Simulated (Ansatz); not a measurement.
The parent structure is C in the diamond structure (space group Fd-3m, No. 227; a = 3.560 Å). Axes: x, y, z lie along the cube axes.

Method: DFT with r2SCAN, PAW potentials and a 500 eV plane-wave cutoff in Ansatz (a quantum-chemistry and plane-wave program), no spin-orbit coupling.

Strains are applied to the cell and any free atomic positions relax.

One change was made to it. Results:

| quantity | base | after |
|---|---|---|
| smallest direct gap | 5.90 eV | 5.59 eV |
| valence-band top at Γ (three highest levels, from the VBM) | 0.00, 0.00, 0.00 eV | 0.00, 0.00, -0.40 eV |
| shortest interatomic distance | 1.542 Å | 1.555 Å |
| band gap | 4.36 eV | 3.98 eV |

What was done to the base?
A. uniaxial strain ε_zz = +1.00 %
B. uniaxial strain ε_zz = +3.00 %
C. uniaxial strain ε_zz = +2.00 %
D. uniaxial strain ε_zz = +2.50 %

D, uniaxial strain ε_zz = +2.50 %. For comparison, the band gap in the other runs: uniaxial strain ε_zz = +1.00 % gives 4.21 eV; uniaxial strain ε_zz = +3.00 % gives 3.90 eV; uniaxial strain ε_zz = +2.00 % gives 4.05 eV.

Whether these cells are dynamically stable was not tested.
